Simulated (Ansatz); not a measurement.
System: Al2Cu (I4/mcm, No. 140). Method: r²SCAN-D4 (PAW; Ansatz, a quantum-chemistry and plane-wave program).

Numerical settings: plane-wave cutoff 560 eV, 14×14×14 k mesh, Fermi–Dirac smearing 0.05 eV, no spin polarisation, scalar-relativistic PAW data made under PBE.

The volume scan:

| V (Å³/atom) | E − E_lowest (meV/atom) | P (GPa) |
|---|---|---|
| 13.656 | 9.05 | 5.29 |
| 13.940 | 2.18 | 2.50 |
| 14.225 | 0.00 | 0.00 |
| 14.509 | 2.03 | -2.24 |
| 14.794 | 7.81 | -4.23 |

Task: What bulk modulus B0 and pressure derivative B′ does a third-order Birch–Murnaghan fit give?

Result: V0 = 14.225 Å³/atom, B0 = 118 GPa, B′ = 4.6 (fit to the energies at full precision).

Shape and atoms are relaxed at each volume.

Note: the bulk modulus comes from volumes at which shape and atoms were relaxed.

Static lattice: no zero-point or thermal effects.
